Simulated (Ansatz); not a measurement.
Data:

```
CaTiSe3
1.0
    4.92048     0.00000     0.00000
    0.00000     4.92048     0.00000
    0.00000     0.00000     4.92048
Ca Ti Se
1 1 3
Direct
  0.00000   0.00000   0.00000
  0.50000   0.50000   0.50000
  0.00000   0.50000   0.50000
  0.50000   0.50000   0.00000
  0.50000   0.00000   0.50000
```

No spin polarisation.

A single point on hypothetical cubic perovskite CaTiSe3, its geometry relaxed with PBEsol.

Level of theory: r2SCAN (Ansatz, a program for electronic structure), no SOC. k-mesh 10×10×10 (Γ-centred); smearing 0.05 eV (Fermi–Dirac).

Q: Predict the pressure and band gap.

A: 
```json
{
  "pressure": "2.4 GPa",
  "band_gap": "zero"
}
```

Single points use the geometry relaxed with PBEsol. Stability against distortions was not tested. All final runs are without spin polarisation. The cell is CaTiSe3 in the cubic perovskite structure (space group Pm-3m, No. 221; a hypothetical phase, not in the database extracts checked). Many cubic perovskites are stable only at high temperature; tilts and polar distortions were not tested. CaTiSe3 has a high density of states at the Fermi level and may be magnetic at this level.
